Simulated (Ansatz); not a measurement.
## SiC: pressure series

The reference is SiC in the zinc blende structure (space group F-43m, No. 216; a = 4.380 Å).

Cell and atoms are relaxed at each pressure.

Levels (all Ansatz, a program for electronic structure, PAW, earlier PAW set): PBE (420 eV, no SOC); r2SCAN (500 eV, no spin-orbit coupling).

The base cell above is that of PBE; each level relaxes its own structures.

```
case              volume per atom, PBE  volume per atom, r2SCAN
----------------  --------------------  -----------------------
pressure −2 GPa               10.60 Å³                 10.43 Å³
pressure −1 GPa               10.55 Å³                 10.38 Å³
pressure 0.3 GPa              10.49 Å³                 10.32 Å³
pressure 0.7 GPa              10.47 Å³                 10.30 Å³
pressure 1.5 GPa              10.43 Å³                 10.27 Å³
pressure 3 GPa                10.36 Å³                 10.20 Å³
pressure 5 GPa                10.27 Å³                 10.12 Å³
pressure 7.5 GPa              10.16 Å³                 10.02 Å³
pressure 10 GPa               10.06 Å³                  9.92 Å³
```

PBE lies above r2SCAN in every row, by 0.13 Å³ to 0.17 Å³. They put the cases in the same order.

Load acts through the strain it causes; cell and atoms are relaxed under it. Whether these cells are dynamically stable was not tested. No other phases were tried under pressure.
